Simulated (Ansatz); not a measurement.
# A computed series for SiO2: pressure series

The reference is SiO2 in the rutile structure (space group P4_2/mnm, No. 136).

```xyz
6
Lattice="4.2362 0.0000 0.0000 0.0000 4.2362 0.0000 0.0000 0.0000 2.6904" Properties=species:S:1:pos:R:3 pbc="T T T"
Si     0.0000     0.0000     0.0000
Si     2.1181     2.1181     1.3452
O      1.3004     1.3004     0.0000
O      3.4185     0.8176     1.3452
O      0.8176     3.4185     1.3452
O      2.9357     2.9357     0.0000
```

Cell and atoms are relaxed at each pressure.

Method: plane-wave PAW DFT at the PBE level (Ansatz, a quantum-chemistry and plane-wave program, 420 eV), no spin-orbit coupling.

| variant | band gap | density | hole mass |
|---|---|---|---|
| base | 5.04 eV | 4.13 g/cm³ | 1.9 mₑ along c, 1.1 mₑ across (at Γ) |
| pressure −2 GPa | 4.93 eV | 4.10 g/cm³ | 2.0 mₑ along c, 1.1 mₑ across (at Γ) |
| pressure −1 GPa | 4.98 eV | 4.12 g/cm³ | 2.0 mₑ along c, 1.1 mₑ across (at Γ) |
| pressure 0.9 GPa | 5.09 eV | 4.15 g/cm³ | – |
| pressure 2.1 GPa | 5.15 eV | 4.17 g/cm³ | 1.9 mₑ along c, 1.1 mₑ across (at Γ) |
| pressure 4.5 GPa | 5.28 eV | ___ | 1.8 mₑ along c, 1.1 mₑ across (at Γ) |
| pressure 9 GPa | 5.51 eV | 4.27 g/cm³ | 1.8 mₑ along c, 1.1 mₑ across (at Γ) |
| pressure 15 GPa | 5.81 eV | 4.35 g/cm³ | ___ |
| pressure 22.5 GPa | 6.16 eV | 4.44 g/cm³ | – |

**Question.** Complete the table.

**Answer.** 
- pressure 4.5 GPa, density: 4.20 g/cm³
- pressure 15 GPa, hole mass: 1.7 mₑ along c, 1.1 mₑ across (at Γ)

Load acts through the strain it causes; cell and atoms are relaxed under it. Masses are band curvatures over ±0.01 Å⁻¹ around the edge. Stability against distortions was not tested. No other phases were tried under pressure.
